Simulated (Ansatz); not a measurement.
For Ni3Ge (Pm-3m, No. 221, 4 atoms in the cell; start mp-21008), PBEsol in Ansatz (plane waves, PAW) gives:

| Quantity | Result |
|---|---|
| equilibrium lattice constant a | 3.525 Å |
| formation enthalpy | -0.343 eV/atom |

Question: What does r²SCAN (Ansatz, a program for electronic structure, PAW) give for the same quantities?

Answer: 
- lattice constant a: 3.533 Å (grows by 0.2 %)
- formation enthalpy: -0.244 eV/atom (moves by +0.099 eV/atom)

Changes are worked out from the printed values.

Unless a cell is named, each level is at its own relaxed cell (PBEsol 10.95, r²SCAN 11.02 Å³/atom).

The crystal itself was run without spin with PBEsol, r²SCAN; a magnetic state was not tried in these runs.

Caveats: the relaxation could not lower the start's symmetry, so the cell can be a saddle point above a distorted one (PBEsol, r²SCAN). Ansatz's density-functional and Hartree–Fock values are scalar-relativistic unless marked +SOC, with PAW data made under PBE.

A start named mp-… is a Materials Project structure, which need not be a measured phase.
